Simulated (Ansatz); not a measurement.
## A computed series for BAs: element substitutions

The parent structure is BAs in the zinc blende structure (space group F-43m, No. 216; a = 4.784 Å).

Each row replaces one element on all its sites; cell and atoms are relaxed.

The values are results of r2SCAN (Ansatz, a first-principles code, PAW, scalar-relativistic without spin-orbit coupling), not measurements.

Candidates:
(a) As → P
(b) As → Ga
(c) B → Be

Base values:

The lattice parameter a is 4.784 Å.

**Question.** Order them by lattice parameter a, highest first.

**Answer.** (c) B → Be (5.156 Å), (b) As → Ga (4.907 Å), (a) As → P (4.536 Å)

No phonon test of stability was made. As relaxed here, GaB and BeAs are hypothetical phases, not in the database extracts checked. The final runs are not spin-polarised. An odd electron count without spin: BeAs.
